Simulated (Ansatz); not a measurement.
Start from InPd in the CsCl type structure (space group Pm-3m, No. 221; relaxed with 0.1 eV smearing).

```
CELL_PARAMETERS angstrom
      3.30629     0.00000     0.00000
      0.00000     3.30629     0.00000
      0.00000     0.00000     3.30629
ATOMIC_POSITIONS crystal
  In 0.50000 0.50000 0.50000
  Pd 0.00000 0.00000 0.00000
```

Method: PBE in Ansatz (plane waves to 420 eV, PAW, spin-orbit coupling left out).

Base values:

- Pressure: 0.0 GPa

Now apply this change: the cell is scaled by 0.9900 in all directions, atoms relaxed at fixed cell.

Question: What does the calculation give for the energy relative to the base and pressure after the change?

Answer: The energy goes up by 5.9 meV/atom; the pressure goes from zero to 3.6 GPa.

The cells carry an imposed strain or load. Whether these cells are dynamically stable was not tested. All final runs are without spin polarisation.

Ansatz is a program for electronic structure.
